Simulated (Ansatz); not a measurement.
**MnO in the rock salt structure (space group Fm-3m, No. 225; ferromagnetic)**

```cif
data_Mn4O4
_chemical_formula_sum 'O4 Mn4'
_space_group_name_H-M_alt 'Fm-3m'
_space_group_IT_number 225
_space_group_name_Hall '-F 4 2 3'
_cell_length_a 4.44048
_cell_length_b 4.44048
_cell_length_c 4.44048
_cell_angle_alpha 90.000
_cell_angle_beta 90.000
_cell_angle_gamma 90.000
loop_
_atom_site_label
_atom_site_type_symbol
_atom_site_symmetry_multiplicity
_atom_site_Wyckoff_symbol
_atom_site_fract_x
_atom_site_fract_y
_atom_site_fract_z
_atom_site_occupancy
O1 O 4 a 0.00000 0.00000 0.00000 1
Mn1 Mn 4 b 0.50000 0.50000 0.50000 1
```
(The calculation used a cell of 2 atoms; values per cell refer to that cell.)

All numbers come from Kohn–Sham DFT with the PBE functional, run in Ansatz (a first-principles code) with PAW and 420 eV plane waves, scalar-relativistic without spin-orbit coupling. Γ-centred 18×18×18 mesh, Fermi–Dirac width 0.05 eV.

```yaml
volume_per_atom: 10.94 Å³
density: 5.38 g/cm³
band_gap: zero
magnetic_state: ferromagnetic
total_energy: -2233.086 eV/atom (σ→0; compares only within this code and set-up)
```

No phonon test of stability was made. No Hubbard U is applied and the magnetic state is the run's own (MnO ferromagnetic); small cells can't hold the antiferromagnetic order that many such compounds have, so gaps and moments can be off. In its common phase, real MnO is an antiferromagnetic insulator at low temperature.
